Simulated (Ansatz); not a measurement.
The starting structures come from a database of crystals and need not be the phases stable at ambient conditions.

Given:

```yaml
crystal:
  lattice:
    - [3.86549, 0.00000, 0.00000]
    - [0.00000, 3.86549, 0.00000]
    - [0.00000, 0.00000, 5.45561]
  atoms:
    - { symbol: Al, position: [0.50000, 0.50000, 0.50000] }
    - { symbol: Ga, position: [0.00000, 0.00000, 0.00000] }
    - { symbol: P, position: [0.00000, 0.50000, 0.25039] }
    - { symbol: P, position: [0.50000, 0.00000, 0.74961] }
```

Space group of this cell: P-4m2. The cell is taken as given.

Calculation: PBEsol (plane waves, PAW; Ansatz, an electronic-structure program).

The current runs along the normal of the first two printed vectors; no spin-orbit coupling. Scaled by the factor s: the length along the current (ions clamped). Meshes 8×8×6 and 8×8 across the current in all rows.

| s | mean pressure (GPa) | slowest mid-gap decay constant κ (1/Å) |
|---|---|---|
| 0.97 | 2.4 | ? |
| 1.00 | -0.3 | 0.156 |
| 1.03 | -2.7 | 0.145 |

### Question
Take the slope of the slowest mid-gap decay constant κ against ln s from the two given rows, extrapolate to s = 0.97, and say what the run there gives.

### Answer
Slope = (0.145 − 0.156) / ln 1.03 = -0.372 1/Å. The line gives 0.156 + (-0.372) × ln 0.97 = 0.167 1/Å. The run gives 0.166 1/Å, 0.001 1/Å under the line, 12 % of the predicted step.
